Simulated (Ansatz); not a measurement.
# A series of runs on Si2W (I4/mmm, 3 atoms in the cell)

```yaml
crystal:
  lattice:
    - [-1.58068, 1.58068, 3.83627]
    - [1.58068, -1.58068, 3.83627]
    - [1.58068, 1.58068, -3.83627]
  atoms:
    - { symbol: Si, position: [0.33499, 0.33499, 0.00000] }
    - { symbol: Si, position: [0.66501, 0.66501, 0.00000] }
    - { symbol: W, position: [0.00000, 0.00000, 0.00000] }
```

Base run A: PBE run with Ansatz (a quantum-chemistry and plane-wave program), self-consistent single point.

Its settings: basis.ecutwfc = 30.9 Ry; kpoints.mp_grid.grid = 10 10 10; hamiltonian.xc = pbe; hamiltonian.pseudopotentials = {kind: paw} (the program's default PAW files); scf.occupations.method = methfessel_paxton; scf.occupations.width = 0.0073 Ry.

The starting cell comes from a database of computed structures (which also holds hypothetical and non-ambient phases and stackings), without a prior relaxation at this level. Its lattice was rescaled by a random factor within 2.5 % of one. Spin polarisation is off. In the base run, with a pressure of about 18 GPa the cell is away from its equilibrium volume at this level. Ansatz's pressure includes its estimate of the finite-basis (Pulay) stress.

ΔF is the free energy per atom less that of run A. 

Run A gave: pressure (GPa) 17.51; largest force (eV/Å) 0.229; TS (meV/atom) 0.1; k-points 102.

Runs:
- B: kpoints.mp_grid.grid, scf.occupations.width = 7 7 7, 0.0022 Ry
- C: kpoints.mp_grid.grid, scf.occupations.width = 7 7 7, 0.0073 Ry
- D: kpoints.mp_grid.grid, scf.occupations.width = 7 7 7, 0.022 Ry
- E: kpoints.mp_grid.grid, scf.occupations.width = 8 8 8, 0.0022 Ry
- F: kpoints.mp_grid.grid, scf.occupations.width = 8 8 8, 0.0073 Ry
- G: kpoints.mp_grid.grid, scf.occupations.width = 8 8 8, 0.022 Ry
- H: kpoints.mp_grid.grid, scf.occupations.width = 10 10 10, 0.0022 Ry
- I: kpoints.mp_grid.grid, scf.occupations.width = 10 10 10, 0.022 Ry
- J: kpoints.mp_grid.grid, scf.occupations.width = 12 12 12, 0.0022 Ry
- K: kpoints.mp_grid.grid, scf.occupations.width = 12 12 12, 0.0073 Ry
- L: kpoints.mp_grid.grid, scf.occupations.width = 12 12 12, 0.022 Ry

Task: What does run D change against A?

Result: The free energy drops by 1.1 meV/atom, the pressure moves little (17.51 to 17.45 GPa) and the largest force goes from 0.229 to 0.239 eV/Å.

Task: What does run C change against A?

Result: The free energy goes down by 1.4 meV/atom, the pressure hardly changes (17.51 to 17.48 GPa) and the largest force goes from 0.229 to 0.246 eV/Å.

```tsv
run	ΔF (meV/atom)	pressure (GPa)	largest force (eV/Å)	TS (meV/atom)	k-points
A	0.00	17.51	0.229	0.1	102
B	-1.26	17.49	0.241	0.0	40
C	-1.39	17.48	0.246	0.2	40
D	-1.09	17.45	0.239	-1.0	40
E	-1.52	17.47	0.223	0.0	59
F	-1.57	17.47	0.219	-0.1	59
G	-1.20	17.46	0.235	-1.0	59
H	0.04	17.52	0.221	0.0	102
I	-0.20	17.48	0.260	-0.2	102
J	-0.91	17.49	0.295	0.0	163
K	-0.92	17.49	0.288	0.0	163
L	-0.69	17.46	0.274	-1.1	163
```

Keys are those of Ansatz 0.2.
